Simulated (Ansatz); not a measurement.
**InHO2: pressure 0.3 GPa**

Take InHO2 (space group Pmn2_1, No. 31; a = 3.292 Å, b = 4.563 Å, c = 5.294 Å) as the base.

The change: cell and atoms relaxed at a pressure of 0.3 GPa.

Computed with PBEsol, PAW, 420 eV (Ansatz, a program for electronic structure; without spin-orbit coupling). k-mesh 10×7×6 (Γ-centred); smearing 0.05 eV (Fermi–Dirac).

```json
[
 {"quantity": "volume per atom", "base": "9.94 Å³", "changed": "9.92 Å³", "shift": "-0.02 Å³"},
 {"quantity": "shortest interatomic distance", "base": "2.016 bohr", "changed": "2.016 bohr", "shift": "0.000 bohr"},
 {"quantity": "enthalpy H = E + PV relative to the base's energy", "base": "–", "changed": "+0.02 eV/atom", "shift": "–"},
 {"quantity": "band gap", "base": "1.99 eV", "changed": "2.00 eV", "shift": "+0.01 eV"},
 {"quantity": "gap character", "base": "direct at Γ", "changed": "direct at Γ", "shift": "–"},
 {"quantity": "width of the top valence band", "base": "0.41 eV", "changed": "0.41 eV", "shift": "0.00 eV"},
 {"quantity": "electron mass", "base": "0.23 mₑ (at Γ)", "changed": "0.23 mₑ (at Γ)", "shift": "–"},
 {"quantity": "valence-band top at Γ (three highest levels, from the VBM)", "base": "0.00, -0.01, -0.03 eV", "changed": "0.00, -0.01, -0.03 eV", "shift": "–"}
]
```

Final structure:

```
InHO2
1.0
    3.28989     0.00000     0.00000
    0.00000     4.56044     0.00000
    0.00000     0.00000     5.29089
In H O
2 2 4
Direct
  0.00000   0.73222   0.99957
  0.50000   0.26778   0.49957
  0.00000   0.79046   0.48333
  0.50000   0.20954   0.98333
  0.00000   0.52648   0.63437
  0.50000   0.47352   0.13437
  0.00000   0.97959   0.36472
  0.50000   0.02041   0.86472
```

Load acts through the strain it causes; cell and atoms are relaxed under it. Masses are band curvatures over ±0.01 Å⁻¹ around the edge. Whether these cells are dynamically stable was not tested.
